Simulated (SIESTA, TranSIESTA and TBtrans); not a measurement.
System: Fe chain with one W atom in place of Fe. Leads: straight Fe chain, spacing 2.25 Å. Geometry: 3 atoms about the centre moved by SIESTA (PBE, DZP) to a largest force of 0.03 eV/Å, all others as built, motion along the axis alone. Transport runs along z; the first 6 and the last 6 of the 21 atoms are the lead cells, repeated to infinity.

```xyz
21
Lattice="9.000 0.000 0.000 0.000 9.000 0.000 0.000 0.000 47.250" Properties=species:S:1:pos:R:3 pbc="F F T"
Fe     4.500     4.500     0.000
Fe     4.500     4.500     2.250
Fe     4.500     4.500     4.500
Fe     4.500     4.500     6.750
Fe     4.500     4.500     9.000
Fe     4.500     4.500    11.250
Fe     4.500     4.500    13.500
Fe     4.500     4.500    15.750
Fe     4.500     4.500    18.000
Fe     4.500     4.500    20.217
W      4.500     4.500    22.502
Fe     4.500     4.500    24.785
Fe     4.500     4.500    27.000
Fe     4.500     4.500    29.250
Fe     4.500     4.500    31.500
Fe     4.500     4.500    33.750
Fe     4.500     4.500    36.000
Fe     4.500     4.500    38.250
Fe     4.500     4.500    40.500
Fe     4.500     4.500    42.750
Fe     4.500     4.500    45.000
```
Starting moments (μB): atom 7 +3.2, atom 8 +3.2, atom 9 +3.2, atom 10 +3.2, atom 11 +1, atom 12 +3.2, atom 13 +3.2, atom 14 +3.2, atom 15 +3.2; lead atoms +3.2 (left) and +3.2 (right).

Run with TranSIESTA and TBtrans (open boundaries, self-consistent; PseudoDojo norm-conserving potentials, scalar-relativistic): Spin polarized, PAO.BasisSize DZP, PAO.EnergyShift 0.15 eV, XC.Authors PBE, Mesh.Cutoff 200 Ry, ElectronicTemperature 300 K, TS.Voltage 0.0 eV, TBT.Elecs.Eta 0.001 eV.

Energies count from the leads' Fermi level. Transmissions are for each spin. The energy step is 0.01 eV; narrower resonances are cut or missed.

| E (eV) | T up | T down |
|---|---|---|
| -0.20 | 0.999 | 3.72 |
| -0.15 | 0.999 | 3.71 |
| -0.10 | 0.999 | 3.71 |
| -0.05 | 0.999 | 3.70 |
| 0.00 | 0.999 | 3.70 |
| 0.05 | 0.999 | 3.71 |
| 0.10 | 0.999 | 3.72 |
| 0.15 | 0.999 | 3.73 |
| 0.20 | 0.999 | 3.74 |

Task: Give the zero-bias conductance in μS and the resistance at 300 K.

Result: At the Fermi level the mean of both spins is (0.999 + 3.70)/2 = 2.35. Averaged with −∂f/∂E over the full grid (kT = 25.9 meV) it is 2.35. With G0 = 2e²/h = 77.48 μS, G = 182 μS and R = 1/G = 5.49 kΩ.

Task: The eigenchannels at the Fermi level (both spins) transmit 0.999, 0.972, 0.972, 0.970, 0.790. What Fano factor of the shot noise follows at low temperature and bias?

Result: F = Σ τ(1 − τ)/Σ τ = 0.250/4.70 = 0.05.

The magnetic order of the leads was set by the start, and no other order was tried; the separate lead runs end at 3.39 (left) and 3.39 (right) μB an atom. The straight chain is held at its spacing; free chains may zigzag or dimerise. Spin-orbit coupling, left out here, matters for the heavy atoms.
